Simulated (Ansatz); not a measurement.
A self-consistent single point of LuNi4Sn (R3m, 6 atoms in the cell) with Ansatz (a program for electronic structure).

Level of theory: LDA (PW92), default PAW files made with PBE (plane waves; Ansatz).

The change in words: lattice scaled by 0.98; kpoints.mp_grid.grid: 8 8 8 → 7 7 7; scf.occupations.width: 0.0073 Ry → 0.0037 Ry. Reference geometry:
```xyz
6
Lattice="0.0000 3.5129 3.5129 3.5129 0.0000 3.5129 3.5129 3.5129 0.0000" Properties=species:S:1:pos:R:3 pbc="T T T"
Lu     0.0289     0.0289     0.0289
Ni     4.3897     4.3897     4.3897
Ni     4.3897     2.6362     2.6362
Ni     2.6362     2.6362     4.3897
Ni     2.6362     4.3897     2.6362
Sn     1.7565     1.7565     1.7565
```

Reference input (self-consistent single point, DFT, LDA (PW92), plane waves, default PAW files made with PBE): basis.ecutwfc = 30.9 Ry; kpoints.mp_grid.grid = 8 8 8; hamiltonian.xc = lda; hamiltonian.pseudopotentials = {kind: paw} (the program's default PAW files); scf.occupations.method = gaussian; scf.occupations.width = 0.0073 Ry. This run's input differs from it in these lines:

Ansatz 0.2 input:
```diff
@@ -3,12 +3,12 @@
   lattice:
-    - [0.000000, 3.512947, 3.512947]
-    - [3.512947, 0.000000, 3.512947]
-    - [3.512947, 3.512947, 0.000000]
+    - [0.000000, 3.442688, 3.442688]
+    - [3.442688, 0.000000, 3.442688]
+    - [3.442688, 3.442688, 0.000000]
   atoms:
-    - { symbol: Lu, position_ang: [0.028869, 0.028869, 0.028869] }
-    - { symbol: Ni, position_ang: [4.389708, 4.389708, 4.389708] }
-    - { symbol: Ni, position_ang: [4.389708, 2.636186, 2.636186] }
-    - { symbol: Ni, position_ang: [2.636186, 2.636186, 4.389708] }
-    - { symbol: Ni, position_ang: [2.636186, 4.389708, 2.636186] }
-    - { symbol: Sn, position_ang: [1.756474, 1.756474, 1.756474] }
+    - { symbol: Lu, position_ang: [0.028292, 0.028292, 0.028292] }
+    - { symbol: Ni, position_ang: [4.301914, 4.301914, 4.301914] }
+    - { symbol: Ni, position_ang: [4.301914, 2.583462, 2.583462] }
+    - { symbol: Ni, position_ang: [2.583462, 2.583462, 4.301914] }
+    - { symbol: Ni, position_ang: [2.583462, 4.301914, 2.583462] }
+    - { symbol: Sn, position_ang: [1.721344, 1.721344, 1.721344] }
 basis:
@@ -17,3 +17,3 @@
   mp_grid:
-    grid: [8, 8, 8]
+    grid: [7, 7, 7]
 hamiltonian:
@@ -25,3 +25,3 @@
     method: gaussian
-    width: 0.0073 Ry
+    width: 0.0037 Ry
 output:
```

Output, abridged:

```
SCF iter   1: F=—  HF=-43468.725215 eV  |F-HF|=—  |Δ(HF+E_count)|=         —  Δρ=2.34e-2  dr2=2.27e-1  ethr=1.77e-3  ⟨swp⟩=5.2  Hψ=12539  notcnv=0  defer=8
all-band conjugate gradients solve this SCF's bands
preconditioner: auto → Kerker (q_TF=auto, 2.872 Å⁻¹)
SCF iter   2: F=—  HF=-43468.691310 eV  |F-HF|=—  |Δ(HF+E_count)|=   3.39e-2  Δρ=5.87e-3  dr2=1.25e-2  ethr=2.04e-4  ⟨swp⟩=2.9  Hψ=6253  notcnv=0  defer=202
   [... lines left out ...]
SCF iter   5: F=—  HF=-43468.689416 eV  |F-HF|=—  |Δ(HF+E_count)|=   4.63e-4  Δρ=2.60e-4  dr2=5.43e-5  ethr=2.90e-7  ⟨swp⟩=3.0  Hψ=5384  notcnv=0  defer=202
SCF iter   6: F=—  HF=-43468.689411 eV  |F-HF|=—  |Δ(HF+E_count)|=   5.12e-6  Δρ=8.71e-5  dr2=5.87e-6  ethr=4.90e-8  ⟨swp⟩=2.3  Hψ=5114  notcnv=0  defer=202
SCF iter   7: F=—  HF=-43468.689410 eV  |F-HF|=—  |Δ(HF+E_count)|=   4.52e-7  Δρ=3.24e-5  dr2=7.52e-7  ethr=5.28e-9  ⟨swp⟩=2.0  Hψ=4766  notcnv=0  defer=202
SCF iter   8: F=-43468.689410 eV  HF=-43468.689410 eV  |F-HF|=1.37e-7  |Δ(HF+E_count)|=   1.79e-7  Δρ=8.17e-6  dr2=7.72e-8  ethr=9.01e-11  ⟨swp⟩=12.6  Hψ=19495  notcnv=0
SCF 1 converged in 8 iterations: F = -43468.689410 eV  dr2 = 7.72e-8
Free energy (F): -43468.689410 eV
Internal energy: -43468.683870 eV  (E = F + TS)
E sigma→0 (E₀):  -43468.686640 eV
Entropy (-TS):   -0.005540 eV (-0.923 meV/atom)
Fermi energy:    18.315049 eV
--- Forces (eV/Å), atoms counted from 1 ---
  atom   1  Lu    -0.22264278    -0.22264278    -0.22264278
  atom   2  Ni    -0.00795573    -0.00795573    -0.00795573
  atom   3  Ni     0.04218395     0.02749145     0.02749145
  atom   4  Ni     0.02749145     0.02749145     0.04218395
  atom   5  Ni     0.02749145     0.04218395     0.02749145
  atom   6  Sn     0.13342567     0.13342567     0.13342567
--- Stress (GPa, compression-positive) ---
       -4.777551       0.270119       0.270119
        0.270119      -4.777551       0.270119
        0.270119       0.270119      -4.777551
  P = ⅓ Tr σ = -4.7776 GPa (-47.776 kbar)
  The stress holds the Pulay correction. Without it, at fixed plane waves, as pw.x and ABINIT print it: P = -4.8764 GPa
```

The run converged in 8 iterations. Against the reference run the free energy drops by 46.1 meV/atom, the pressure goes from -12.79 to -4.78 GPa and the largest force goes from 0.318 to 0.386 eV/Å.

The starting cell comes from a database of computed structures (which also holds hypothetical and non-ambient phases and stackings), without a prior relaxation at this level. Its lattice was rescaled by up to half a per cent. One atom was moved a little off its site on purpose. For this run, on top of that: lattice scaled by 0.98. Spin polarisation is off. With a pressure of about -5 GPa the cell is away from its equilibrium volume at this level. Ansatz's pressure includes its estimate of the finite-basis (Pulay) stress.
